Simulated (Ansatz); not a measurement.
System: C (model structure, Pnma, No. 62, 16 atoms in the cell). Method: r²SCAN in Ansatz (plane waves, PAW).

Settings: plane-wave cutoff 560 eV, 4×14×8 k mesh (along the axes of the cell as run), Fermi–Dirac smearing 0.01 eV, scalar-relativistic PAW data made under PBE.

Cell (relaxed at this level):

```
CELL_PARAMETERS angstrom
      9.05271     0.00000     0.00000
      0.00000     2.51586     0.00000
      0.00000     0.00000     4.14077
ATOMIC_POSITIONS crystal
  C  0.81049 0.25000 0.69987
  C  0.47938 0.25000 0.90840
  C  0.69498 0.25000 0.42540
  C  0.03657 0.25000 0.93137
  C  0.68951 0.75000 0.19987
  C  0.02062 0.75000 0.40840
  C  0.80502 0.75000 0.92540
  C  0.46343 0.75000 0.43137
  C  0.18951 0.75000 0.30013
  C  0.52062 0.75000 0.09160
  C  0.30502 0.75000 0.57460
  C  0.96343 0.75000 0.06863
  C  0.31049 0.25000 0.80013
  C  0.97938 0.25000 0.59160
  C  0.19498 0.25000 0.07460
  C  0.53657 0.25000 0.56863
```

Q: Estimate the band gap that the calculation returns.

A: 
- band gap: 4.53 eV (on the SCF k mesh)

Note: the relaxation could raise the start's symmetry but not lower it, so the cell can be a saddle point.

Computed values are for the static lattice.

Computing time: very roughly 5 core-minutes.

A model structure was made by putting elements into a prototype or built by hand; it is no filed structure, need not be a known phase, and can be a saddle point held by its symmetry.

Ansatz is a program for electronic structure.
